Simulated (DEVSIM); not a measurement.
System: Ru/AlN/n-Ge capacitor, at 300 K.

```csv
layer (left to right),material,thickness (nm),Nd (cm⁻³)
1,AlN,22.0,-
2,Ge,4100,2.1e16
```

Metal gate on the left, work function 4.7 eV. Fixed charge at the semiconductor interface 0 cm⁻² (in units of +e); no interface traps.

The device is made up for the run: typed textbook-type constants, with dimensions and the other settings drawn at random. Values at 300 K.

```csv
parameter,AlN,Ge
gap (eV),6.1,0.664
affinity (eV),1.9,4
permittivity,8.5,16
Nc (cm⁻³),-,1.04e19
Nv (cm⁻³),-,6e18
```

DEVSIM, 1D Poisson equation in equilibrium, Boltzmann statistics, complete ionisation; no quantum confinement or tunnelling. Metal contacts follow the ideal Schottky-Mott rule: no Fermi-level pinning, no interface dipoles.

Task: Tabulate band edges, carrier densities and field at 1.2 V on the gate.

Result: Energies count from the Fermi level of the right contact; mesh points crowd at the junctions.

```tsv
x (μm)	Ec (eV)	Ev (eV)	n (cm⁻³)	p (cm⁻³)	field (V/cm)
0.000	1.600	-4.500	< 1e2	< 1e2	240000
0.001558	1.638	-4.462	< 1e2	< 1e2	240000
0.004791	1.716	-4.384	< 1e2	< 1e2	240000
0.01172	1.884	-4.216	< 1e2	< 1e2	240000
0.01929	2.067	-4.033	< 1e2	< 1e2	240000
0.02142	2.119	-3.982	< 1e2	< 1e2	240000
0.02264	0.040	-0.624	2.2e18	2.0e8	110000
0.02654	0.071	-0.593	6.7e17	6.5e8	58000
0.03461	0.103	-0.561	2.0e17	2.2e9	27000
0.05407	0.134	-0.530	5.8e16	7.6e9	9500
0.1010	0.155	-0.509	2.6e16	1.7e10	1700
0.2746	0.160	-0.504	2.1e16	2.1e10	≈ 0
0.6331	0.160	-0.504	2.1e16	2.1e10	≈ 0
1.449	0.160	-0.504	2.1e16	2.1e10	≈ 0
3.214	0.160	-0.504	2.1e16	2.1e10	≈ 0
3.733	0.160	-0.504	2.1e16	2.1e10	≈ 0
3.962	0.160	-0.504	2.1e16	2.1e10	≈ 0
4.056	0.160	-0.504	2.1e16	2.1e10	≈ 0
4.102	0.160	-0.504	2.1e16	2.1e10	≈ 0
4.114	0.160	-0.504	2.1e16	2.1e10	≈ 0
4.120	0.160	-0.504	2.1e16	2.1e10	≈ 0
4.122	0.160	-0.504	2.1e16	2.1e10	≈ 0
```
